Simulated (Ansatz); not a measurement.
Checking a run of Ansatz (a first-principles code) on Li2In (Cmcm, 6 atoms in the cell). The aim is a self-consistent single point with DFT, LDA (PW92), plane waves, default PAW files made with PBE.

Cell that was meant: a = 5.4815 Å, b = 5.4815 Å, c = 4.6215 Å, α = 90.00°, β = 90.00°, γ = 129.98°.

Part of the input:

Ansatz 0.2 input:
```yaml
    - { symbol: Li, position: [0.410550, 0.589450, 0.250000] }
    - { symbol: In, position: [0.912690, 0.087310, 0.750000] }
    - { symbol: In, position: [0.087310, 0.912690, 0.250000] }
basis:
  ecutwfc: 210.0
kpoints:
  mp_grid:
    grid: [5, 5, 5]
```

Output, abridged:

```
   [... lines left out ...]
k-points: 27 of 125
PAW frozen core: In, regenerated for the run's functional, and the local potential with it
Initial density: superposition of atomic densities (neutral atoms: chi_scale 0, normalization atom), corrected by the library's trained network
Initial wavefunctions: pseudopotential atomic-orbital guess
Eigensolver: davidson
Functional: x = slater, c = lda
SCF iter   1: F=—  HF=-11712.523995 eV  |F-HF|=—  |Δ(HF+E_count)|=         —  Δρ=5.35e-2  dr2=1.40e0  ethr=1.77e-3  ⟨swp⟩=5.6  Hψ=3221  notcnv=0  defer=1
all-band conjugate gradients solve this SCF's bands
preconditioner: auto → Kerker (q_TF=auto, 2.298 Å⁻¹)
SCF iter   2: F=—  HF=-11711.720507 eV  |F-HF|=—  |Δ(HF+E_count)|=   8.03e-1  Δρ=2.06e-2  dr2=1.69e-1  ethr=1.77e-3  ⟨swp⟩=2.0  Hψ=1421  notcnv=0  defer=37
   [... lines left out ...]
SCF iter   5: F=—  HF=-11711.614762 eV  |F-HF|=—  |Δ(HF+E_count)|=   8.66e-5  Δρ=1.07e-4  dr2=1.61e-5  ethr=6.14e-7  ⟨swp⟩=2.0  Hψ=1040  notcnv=0  defer=37
SCF iter   6: F=—  HF=-11711.614755 eV  |F-HF|=—  |Δ(HF+E_count)|=   6.52e-6  Δρ=2.75e-5  dr2=1.94e-6  ethr=4.24e-8  ⟨swp⟩=2.8  Hψ=1089  notcnv=0  defer=37
SCF iter   7: F=-11711.614755 eV  HF=-11711.614755 eV  |F-HF|=4.70e-8  |Δ(HF+E_count)|=   4.72e-7  Δρ=8.76e-6  dr2=8.85e-8  ethr=2.63e-10  ⟨swp⟩=6.5  Hψ=2984  notcnv=0
SCF 1 converged in 7 iterations: F = -11711.614755 eV  dr2 = 8.85e-8
Free energy (F): -11711.614755 eV
Internal energy: -11711.605694 eV  (E = F + TS)
E sigma→0 (E₀):  -11711.610225 eV
Entropy (-TS):   -0.009061 eV (-1.510 meV/atom)
Fermi energy:    6.053878 eV
--- Forces (eV/Å), atoms counted from 1 ---
  atom   1  Li     0.00000000     0.01311169     0.00000000
  atom   2  Li     0.00000000    -0.01311169     0.00000000
  atom   3  Li     0.00000000    -0.03203366     0.00000000
  atom   4  Li     0.00000000     0.03203366     0.00000000
  atom   5  In     0.00000000     0.06932161     0.00000000
  atom   6  In     0.00000000    -0.06932161     0.00000000
--- Stress (GPa, compression-positive) ---
       -2.121452       0.000000       0.000000
        0.000000      -1.674934       0.000000
        0.000000       0.000000      -2.795486
  P = ⅓ Tr σ = -2.1973 GPa (-21.973 kbar)
  The stress holds the Pulay correction. Without it, at fixed plane waves, as pw.x and ABINIT print it: P = -99.1723 GPa
```

Task: Is anything amiss in this input, and did it matter?

Result: The run is not sound. The fault is a basis or grid far too coarse for these potentials. Far below the cutoff that the potentials were made for, the basis cannot represent the orbitals near the nuclei, and energies, forces and above all the stress go wrong. To fix it, restore the cutoff that the potentials need and check convergence. The run converged in 7 iterations without an error; against the sound input the free energy goes up by 1.90 eV/atom, the pressure goes from -1.29 to -2.20 GPa and the largest force goes from 0.115 to 0.069 eV/Å. At a fixed set of plane waves, without the program's Pulay estimate, the pressure is -99.17 GPa against -1.30 GPa.

An input that runs soundly differs in these lines (not the only fix; some lines may just follow from the change or write a value another way):
```diff
-basis:
-  ecutwfc: 210.0
```

With that input, the run converged in 7 iterations: free energy E − TS (on the zero of these files) -11723.0107 eV; Fermi level (on the code's own zero) 6.00 eV; pressure -1.29 GPa; largest force (vector length) 0.115 eV/Å (DFT, LDA (PW92), plane waves, default PAW files made with PBE).

On the sound input: the starting cell comes from a database of computed structures (which also holds hypothetical and non-ambient phases and stackings), without a prior relaxation at this level. Its lattice was rescaled by a random factor within 2.5 % of one. Ansatz's pressure includes its estimate of the finite-basis (Pulay) stress.
